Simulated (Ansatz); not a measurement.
A 2x2 cell of the 1x1 (111) surface of fcc Ag, relaxed from a rattled start

These are PBE (plane waves to 420 eV, PAW; Ansatz, an electronic-structure program) values and carry that method's errors.

Slab: 16 atoms, 7.1 Å thick at the start (thin: gaps and levels are the slab's own); k 6x6x1, smearing 0.1 eV, dipole-corrected; 8 atoms held, the rest relaxed; no symmetry held; no spin, no spin-orbit, no U.

| Property | Result |
|---|---|
| work function of the top face | 4.44 eV |
| energy released by relaxation | 0.23 eV |
| energy gained against the symmetric clean supercell | 0.000 eV |
| cost | around 8 core-minutes (rough) |
